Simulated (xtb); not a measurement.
xtb 6.7.1, GFN2-xTB: COc1ccc2c(c1)oc1cc(-c3sc(-c4ccccc4)c4c3OCCO4)ccc12, 48 atoms. The geometry is a generated start, not checked to be a minimum at this level.

```json
{
 "method": "GFN2-xTB",
 "--acc": "1 (default)",
 "--etemp (K)": "300 (default)",
 "detailed input (--input)": "none: ANC optimiser, Lindh (1995) Hessian, microcycle=20, maxdispl=1.0, hlow=0.01 (default)",
 "basis_functions": "144",
 "valence_electrons": "148"
}
```

The structure is relaxed from this start with --opt LEVEL for the levels crude, sloppy, loose, lax, normal, tight, vtight, extreme, once each. Up to the end of the extreme run atoms move by at most 1.3 Å along an axis.

Q: What is the loosest level that ends within 1 meV of the extreme run, and how many cycles does it take?

A: normal: 42 cycles against 62, ending 0.20 meV above.

```json
[
 {"level": "crude", "cycles": "7", "energy above the extreme run (meV)": "140", "gradient norm (eV/Å)": "0.39"},
 {"level": "sloppy", "cycles": "22", "energy above the extreme run (meV)": "16", "gradient norm (eV/Å)": "0.12"},
 {"level": "loose", "cycles": "23", "energy above the extreme run (meV)": "15", "gradient norm (eV/Å)": "0.076"},
 {"level": "lax", "cycles": "35", "energy above the extreme run (meV)": "3.3", "gradient norm (eV/Å)": "0.059"},
 {"level": "normal", "cycles": "42", "energy above the extreme run (meV)": "0.20", "gradient norm (eV/Å)": "0.034"},
 {"level": "tight", "cycles": "44", "energy above the extreme run (meV)": "0.12", "gradient norm (eV/Å)": "0.010"},
 {"level": "vtight", "cycles": "61", "energy above the extreme run (meV)": "under 0.01", "gradient norm (eV/Å)": "0.0016"},
 {"level": "extreme", "cycles": "62", "energy above the extreme run (meV)": "—", "gradient norm (eV/Å)": "0.0020"}
]
```
